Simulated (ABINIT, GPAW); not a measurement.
A GPAW input for a self-consistent single point of TlBr (Pm-3m, 2 atoms in the cell) (DFT PBE, plane waves, GPAW PAW datasets PBE (gpaw-data 1.0.1)):

```python
from ase import Atoms
from ase.units import GPa
from gpaw import GPAW, PW, FermiDirac

atoms = Atoms(['Tl', 'Br'],
              cell=[[3.990000, 0.000000, 0.000000],
                    [0.000000, 3.990000, 0.000000],
                    [0.000000, 0.000000, 3.990000]],
              positions=[[0.000000, 0.000000, 0.000000],
                         [1.995000, 1.995000, 1.995000]],
              pbc=True)

calc = GPAW(mode=PW(600),
            xc='PBE',
            kpts={'size': (8, 8, 8), 'gamma': True},
            occupations=FermiDirac(0.02),
            nbands=-4,
            convergence={'forces': 0.001, 'bands': -2},
            symmetry={'symmorphic': False, 'tolerance': 0.0005},
            maxiter=100,
            txt='-')

atoms.calc = calc

energy = atoms.get_potential_energy()
print('Energy (eV):', round(energy, 6))
forces = atoms.get_forces()
print('Forces (eV/Ang):')
print(forces.round(5))
stress = atoms.get_stress()
print('Stress (GPa, Voigt):', (stress / GPa).round(4))
```

Q: Write the same calculation as an input for ABINIT.

A: This is the input that was run; spellings and numerical settings could be chosen otherwise.

```
# TlBr, PseudoDojo nc-sr-05 PBE standard
pp_dirpath "./"
pseudos "Tl.upf, Br.upf"
acell 3*1.0
rprim
         7.5400072373    0.0000000000    0.0000000000
         0.0000000000    7.5400072373    0.0000000000
         0.0000000000    0.0000000000    7.5400072373
natom 2
ntypat 2
znucl 81 35
typat 1 2
xcart
         0.0000000000    0.0000000000    0.0000000000
         1.9950000000    1.9950000000    1.9950000000
      Angstrom
ecut 30 Ha
occopt 3
tsmear 0.02 eV
nband 15
kptopt 1
ngkpt 8 8 8
nshiftk 1
shiftk 0 0 0
nstep 100
tolvrs 1.0e-12
prtwf 0
prtden 0
prtvol 1
enunit 2
```

Basis, cutoffs, solver keys and any potentials are the target program's own. This input uses DFT, PBE, plane waves, norm-conserving pseudopotentials (PseudoDojo nc-sr-05 PBE standard). Both were run: pressure 0.96 GPa in GPAW and 0.97 in ABINIT; gap on the mesh 1.830 eV in GPAW and 1.884 in ABINIT.

On GPAW: the starting cell has typed, rounded lattice constants, without a prior relaxation at this level. Spin-orbit coupling is off.

On ABINIT: the starting cell has typed, rounded lattice constants, without a prior relaxation at this level. Spin-orbit coupling is off.
